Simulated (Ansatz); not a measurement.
Worked example: self-consistent single point of Ta₂Si (Fmm2, 6 atoms in the cell) in Ansatz (a program for electronic structure).

Level of theory: LDA (PW92), default PAW files made with PBE (plane waves; Ansatz).

The change in words: lattice scaled by 0.98; basis.ecutrho_ratio: default → 10. Reference geometry:
```
CELL_PARAMETERS angstrom
     -3.07850     3.07850     2.51607
      3.07850    -3.07850     2.51607
      3.07850     3.07850    -2.51607
ATOMIC_POSITIONS crystal
  Ta 0.66359 0.83641 0.50000
  Ta 0.33641 0.16359 0.50000
  Ta 0.84215 0.34215 0.18430
  Ta 0.16359 0.66359 0.82718
  Si 0.25000 0.25000 0.00000
  Si 0.75000 0.75000 0.00000
```

Reference input (self-consistent single point, DFT, LDA (PW92), plane waves, default PAW files made with PBE): basis.ecutwfc = 420 eV; kpoints.mp_grid.grid = 5 5 5; hamiltonian.xc = lda; hamiltonian.pseudopotentials = {kind: paw} (the program's default PAW files); scf.occupations.method = gaussian; scf.occupations.width = 0.1 eV. This run's input differs from it in these lines:

Ansatz 0.2 input:
```diff
@@ -2,14 +2,15 @@
   lattice:
-    - [-3.078502, 3.078502, 2.516069]
-    - [3.078502, -3.078502, 2.516069]
-    - [3.078502, 3.078502, -2.516069]
+    - [-3.016932, 3.016932, 2.465748]
+    - [3.016932, -3.016932, 2.465748]
+    - [3.016932, 3.016932, -2.465748]
   atoms:
-    - { symbol: Ta, position_ang: [2.071278, 1.007224, 2.516069] }
-    - { symbol: Ta, position_ang: [1.007224, 2.071278, 0.000000] }
-    - { symbol: Ta, position_ang: [-0.971868, 2.106634, 2.516066] }
-    - { symbol: Ta, position_ang: [4.085726, 1.007224, -0.000000] }
-    - { symbol: Si, position_ang: [0.000000, 0.000000, 1.258034] }
-    - { symbol: Si, position_ang: [0.000000, -0.000000, 3.774103] }
+    - { symbol: Ta, position_ang: [2.029852, 0.987080, 2.465748] }
+    - { symbol: Ta, position_ang: [0.987080, 2.029852, 0.000000] }
+    - { symbol: Ta, position_ang: [-0.952430, 2.064502, 2.465746] }
+    - { symbol: Ta, position_ang: [4.004012, 0.987080, -0.000000] }
+    - { symbol: Si, position_ang: [0.000000, 0.000000, 1.232874] }
+    - { symbol: Si, position_ang: [0.000000, -0.000000, 3.698622] }
 basis:
   ecutwfc: 420.0
+  ecutrho_ratio: 10
 kpoints:
```

Log, with long lists cut:

```
SCF iter   1: F=—  HF=-39951.181560 eV  |F-HF|=—  |Δ(HF+E_count)|=         —  Δρ=5.20e-3  dr2=1.54e-2  ethr=1.77e-3  ⟨swp⟩=5.6  Hψ=4117  notcnv=0
all-band conjugate gradients solve this SCF's bands
preconditioner: auto → Kerker (q_TF=auto, 2.551 Å⁻¹)
SCF iter   2: F=—  HF=-39951.179143 eV  |F-HF|=—  |Δ(HF+E_count)|=   2.42e-3  Δρ=3.08e-3  dr2=5.08e-3  ethr=2.57e-5  ⟨swp⟩=2.0  Hψ=1346  notcnv=0
SCF iter   3: F=—  HF=-39951.178165 eV  |F-HF|=—  |Δ(HF+E_count)|=   9.78e-4  Δρ=4.06e-4  dr2=1.19e-4  ethr=8.47e-6  ⟨swp⟩=2.3  Hψ=1224  notcnv=0
SCF iter   4: F=—  HF=-39951.178128 eV  |F-HF|=—  |Δ(HF+E_count)|=   3.64e-5  Δρ=8.69e-5  dr2=3.03e-6  ethr=1.98e-7  ⟨swp⟩=2.0  Hψ=1321  notcnv=0
SCF iter   5: F=—  HF=-39951.178128 eV  |F-HF|=—  |Δ(HF+E_count)|=   1.11e-7  Δρ=7.13e-6  dr2=4.24e-8  ethr=5.04e-9  ⟨swp⟩=2.0  Hψ=1335  notcnv=0
SCF iter   6: F=-39951.178128 eV  HF=-39951.178128 eV  |F-HF|=3.65e-9  |Δ(HF+E_count)|=   4.98e-9  Δρ=1.69e-6  dr2=4.62e-9  ethr=7.06e-11  ⟨swp⟩=6.6  Hψ=3894  notcnv=0
SCF 1 converged in 6 iterations: F = -39951.178128 eV  dr2 = 4.62e-9
Free energy (F): -39951.178128 eV
Internal energy: -39951.162012 eV  (E = F + TS)
E sigma→0 (E₀):  -39951.170070 eV
Entropy (-TS):   -0.016116 eV (-2.686 meV/atom)
Fermi energy:    18.652375 eV
--- Forces (eV/Å), atoms counted from 1 ---
  atom   1  Ta     0.16464790    -0.07489427     0.00000000
  atom   2  Ta    -0.07489427     0.16464790     0.00000000
  atom   3  Ta    -0.31602798    -0.31602798     0.00000000
  atom   4  Ta     0.12213218     0.12213218     0.00000000
  atom   5  Si     0.05206997     0.05206997     0.00000000
  atom   6  Si     0.05206997     0.05206997     0.00000000
--- Stress (GPa, compression-positive) ---
        7.966678       0.727768       0.000000
        0.727768       7.966678       0.000000
        0.000000       0.000000      10.256000
  P = ⅓ Tr σ = 8.7298 GPa (87.298 kbar)
  The stress holds the Pulay correction. Without it, at fixed plane waves, as pw.x and ABINIT print it: P = 8.6741 GPa
```

The run converged in 6 iterations. Against the reference run the free energy goes up by 6.1 meV/atom, the pressure goes from -5.89 to 8.73 GPa and the largest force goes from 0.498 to 0.447 eV/Å.

The starting cell comes from a database of computed structures (which also holds hypothetical and non-ambient phases and stackings), without a prior relaxation at this level. Its lattice was rescaled by up to half a per cent. One atom was moved a little off its site on purpose. For this run, on top of that: lattice scaled by 0.98. Spin polarisation is off. Ansatz's pressure includes its estimate of the finite-basis (Pulay) stress.
